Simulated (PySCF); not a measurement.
PySCF 2.14.0, unrestricted B3LYP/def2-svp, df: Ni(Br)(SH)(NH3)2 ([NH3]->[Ni](<-[NH3])([SH])[Br]), charge 0, multiplicity 3, 12 atoms. The geometry is a generated start, not checked to be a minimum at this level.

| Item | Result |
|---|---|
| task | energy |
| method | b3lyp |
| basis | def2-svp |
| two-electron scheme | density fitting |
| mol.max_memory | 3000 MB |
| mf.max_cycle | 100 |
| mf.init_guess | minao (default) |
| mf.DIIS | CDIIS (default) |
| mf.diis_space | 8 (default) |
| mf.conv_tol | 1e-09 (default) |
| mf.grids.level | 3 (default) |
| basis functions | 144 |
| grid points | 156408 |

```xyz
12

Ni     0.2562     0.3064     0.1608
Br     2.4054     0.7669     0.3347
S     -1.2325     1.3410     1.3986
H     -1.0653     0.6242     2.5074
N      0.2084    -1.7997     0.8545
H     -0.2187    -2.4559     0.2081
H     -0.2566    -1.9006     1.7537
H      1.1846    -2.0669     0.9782
N     -0.2674     1.1608    -1.8207
H     -0.9850     1.8663    -1.6675
H     -0.5963     0.5264    -2.5408
H      0.5671     1.6311    -2.1669
```

Charge 0 and multiplicity 3 are set for this test and not shown to be the ground state.

One run each on 2 threads, 1 BLAS thread. Values of level_shift (Hartree) tried: 0 (default), 0.1, 0.3, 1.

Q: Which value of level_shift (Hartree) needs the fewest Fock builds, and what happens away from it?

A: Fewest Fock builds: 0 (default) with 43. The count rises to 77 at 0.3. The run ends without SCF convergence in 100 cycles at 1.

```
level_shift (Hartree)  Fock builds             end
---------------------  -----------  --------------
0 (default)                     43   same solution
0.1                             47   same solution
0.3                             77   same solution
1                              101  no convergence
```
